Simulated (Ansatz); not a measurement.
A relaxation of cell and atoms of BaSr3 (Fm-3m, 4 atoms in the cell) with Ansatz (a first-principles code).

Method: PBEsol, PAW files made with PBE (plane waves; Ansatz).

```xyz
4
Lattice="0.0000 4.8336 4.8336 4.8336 0.0000 4.8336 4.8336 4.8336 0.0000" Properties=species:S:1:pos:R:3 pbc="T T T"
Ba     0.0000     0.0000     0.0000
Sr     2.4168     2.4168     2.4168
Sr     7.2504     7.2504     7.2504
Sr     4.8336     4.8336     4.8336
```

Reference input (self-consistent single point, DFT, PBEsol, plane waves, PAW files made with PBE): basis.ecutwfc = 420 eV; kpoints.mp_grid.grid = 8 8 8; hamiltonian.xc = pbesol; hamiltonian.pseudopotentials = {kind: paw} (the program's default PAW files); scf.occupations.method = fermi_dirac; scf.occupations.width = 0.1 eV. This run's input differs from it in these lines:

```diff
@@ -19,2 +19,4 @@
   occupations: { method: fermi_dirac, width: 0.1 }
+relax:
+  cell: {}
 output:
```

Output (repeated stretches shortened):

```
   [... SCF lines of the steps left out ...]
relax step   1: F+E_penalty+E_count = -16339.49938650 eV  Δ(F+E_penalty+E_count) = +0.000e0 eV  max|allowed force component| = 3.180e-18 eV/Å  Δτ_max = 0.0000 Å  P = -0.629 GPa  Ω = 225.860 Å³  (7 SCF iters, dr2 threshold 1.00e-7 eV, accepted)
relax step   2: F+E_penalty+E_count = -16339.51447561 eV  Δ(F+E_penalty+E_count) = -1.509e-2 eV  max|allowed force component| = 9.686e-18 eV/Å  Δτ_max = 0.0000 Å  P = -0.432 GPa  Ω = 221.335 Å³  energy of the carried Pulay correction = +7.138e-5 eV  [...]
relax step   3: F+E_penalty+E_count = -16339.52663888 eV  Δ(F+E_penalty+E_count) = -1.216e-2 eV  max|allowed force component| = 5.060e-18 eV/Å  Δτ_max = 0.0000 Å  P = +0.033 GPa  Ω = 212.012 Å³  energy of the carried Pulay correction = +2.231e-4 eV  [...]
relax step   4: F+E_penalty+E_count = -16339.52641738 eV  Δ(F+E_penalty+E_count) = +2.215e-4 eV  max|allowed force component| = 4.915e-18 eV/Å  Δτ_max = 0.0000 Å  P = +0.033 GPa  Ω = 212.012 Å³  stress off target by 3.31e-2 GPa  SCF on the basis [...]
basis re-selected at this cell: Δ(F+E_penalty+E_count) = +2.215e-4 eV, ΔP = -0.000 GPa vs the last step
the relaxation is at rest under the 48 symmetry operations that the run kept from its start: a minimum is not shown …
Stability not checked: this state was not tested for a lower state beside it, because too few of the mixer's solves of this state at the end of the SCF gave a …
Free energy (F): -16339.526417 eV
Internal energy: -16339.347410 eV  (E = F + TS)
   [... lines left out ...]
Fermi energy:    5.706297 eV
  cell:  # Å, volume = 212.0115 Å³
   [... lines left out ...]
  atoms:
    - { symbol: Ba, position: [-9.297095280080633e-35, 5.0947252037049e-35, 9.224461723205003e-35] }
    - { symbol: Sr, position: [0.25000000000000006, 0.25000000000000006, 0.25000000000000006] }
    - { symbol: Sr, position: [0.7500000000000002, 0.7500000000000002, 0.7500000000000002] }
    - { symbol: Sr, position: [0.5000000000000001, 0.5000000000000001, 0.5000000000000001] }
```

The run converged. 

Summary of the result:
Free energy E − TS (on the zero of these files): -16339.5264 eV
Fermi level (on the code's own zero): 5.71 eV
Pressure: 0.03 GPa
Final cell: a = b = c = 6.693 Å, α = β = γ = 60.00°
Final volume per atom: 53.00 Å³
Relaxation steps: 4

The starting cell comes from a database of computed structures (which also holds hypothetical and non-ambient phases and stackings), without a prior relaxation at this level. Its lattice was rescaled by a random factor within 2.5 % of one. The relaxation keeps the symmetry of its start, so its end need not be a minimum. Ansatz's pressure includes its estimate of the finite-basis (Pulay) stress.

Cost on one core of a shared machine: roughly 40 s.

Keys are those of Ansatz 0.2.
